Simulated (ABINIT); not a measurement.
Band structure of ZrN (P6_3/mmc, 4 atoms in the cell).

```yaml
crystal:
  lattice:
    - [3.21663, 0.00000, 0.00000]
    - [-1.60831, 2.78568, 0.00000]
    - [0.00000, 0.00000, 5.70940]
  atoms:
    - { symbol: Zr, position: [0.00000, 0.00000, 0.00000] }
    - { symbol: Zr, position: [0.00000, 0.00000, 0.50000] }
    - { symbol: N, position: [0.66667, 0.33333, 0.75000] }
    - { symbol: N, position: [0.33333, 0.66667, 0.25000] }
```

Computed with LDA (PW92), PAW (JTH v2.0 LDA PAW) (plane waves; ABINIT).

Settings: pseudos = [Zr.LDA_PW-JTH.xml, N.LDA_PW-JTH.xml]; ecut = 707 eV; pawecutdg = 1415 eV; occopt = 3; tsmear = 0.1 eV; ngkpt = 10 10 5; nshiftk = 1; shiftk = 0 0 0; potentials = JTH v2.0 LDA PAW; kptopt = 1; nstep = 50; toldfe1 = 1e-09 Ha; ndtset = 2.

The starting cell comes from a database of computed structures (which also holds hypothetical and non-ambient phases and stackings), without a prior relaxation at this level.

These are the values that this program gave, and no reference: the one-centre exchange-correlation terms come from a truncated expansion.

Levels in eV from the Fermi level, bands 14 to 21:
```tsv
point	14	15	16	17	18	19	20	21
Γ	-2.65	-2.45	-1.99	-1.99	0.51	0.51	0.60	0.60
M	-3.93	-3.27	-2.51	-2.44	0.26	3.14	3.70	3.73
K	-4.52	-4.52	-2.62	0.86	1.37	1.37	1.87	1.87
A	-3.68	-3.68	-3.68	0.71	0.71	1.39	1.39	1.39
L	-4.32	-3.85	-3.85	-0.53	-0.53	3.71	3.71	4.08
H	-4.56	-3.95	-3.95	0.70	0.70	2.55	2.55	2.94
```

Bands cross the Fermi level along this path, so the cell is metallic at this level.
